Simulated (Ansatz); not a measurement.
The reference is KTaO3 in the cubic perovskite structure (space group Pm-3m, No. 221; a = 3.952 Å). Axes: x, y, z lie along the cube axes.

Level of theory: LDA/PAW in Ansatz (a quantum-chemistry and plane-wave program), no SOC.

Strains are applied to the cell and any free atomic positions relax; under biaxial strain the out-of-plane vector relaxes too.

One change was made to it. Results:

The energy goes up by 6.4 meV/atom; the band gap shrinks by 0.12 eV to 2.01 eV.

### Question
What was done to the base?
(A) biaxial strain +1.50 %, plane normal [111], relaxed out of plane
(B) biaxial strain +2.50 %, plane normal [111], relaxed out of plane
(C) biaxial strain +0.50 %, plane normal [111], relaxed out of plane
(D) biaxial strain +1.00 %, plane normal [111], relaxed out of plane

### Answer
A, biaxial strain +1.50 %, plane normal [111], relaxed out of plane. For comparison, the band gap in the other runs: biaxial strain +0.50 %, plane normal [111], relaxed out of plane gives 2.09 eV; biaxial strain +2.50 %, plane normal [111], relaxed out of plane gives 1.93 eV; biaxial strain +1.00 %, plane normal [111], relaxed out of plane gives 2.05 eV.

With Ta present, leaving out spin-orbit coupling can change the band edges. Whether these cells are dynamically stable was not tested.
